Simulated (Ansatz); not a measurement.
Consider WC (space group P-6m2, No. 187; a = 2.899 Å, c = 2.827 Å; relaxed with 0.1 eV smearing). Axes: x lies along a and z along c of the hexagonal cell.

Method: PBEsol in Ansatz (plane waves to 420 eV, PAW, without spin-orbit coupling), earlier PAW set.

Strains are applied to the cell and any free atomic positions relax.

One change was made to it. Results:

| quantity | base | after |
|---|---|---|
| energy relative to the base (free energy F) | 0 meV/atom | +13 meV/atom |
| band gap | zero | zero |

Question: Which change produced these results?
A. strain tensor (xx, yy, zz, yz, xz, xy) = (+0.40, +1.19, −1.42, +1.51, −0.97, +0.84) %
B. strain tensor (xx, yy, zz, yz, xz, xy) = (+1.00, −2.23, −0.12, −0.15, −0.63, +0.37) %
C. isotropic strain −5.57 %

Answer: B, strain tensor (xx, yy, zz, yz, xz, xy) = (+1.00, −2.23, −0.12, −0.15, −0.63, +0.37) %. For comparison, the energy relative to the base in the other runs: isotropic strain −5.57 % gives +0.442 eV/atom; strain tensor (xx, yy, zz, yz, xz, xy) = (+0.40, +1.19, −1.42, +1.51, −0.97, +0.84) % gives +24 meV/atom.

Stability against distortions was not tested. All final runs are without spin polarisation.

Ansatz is a first-principles code.
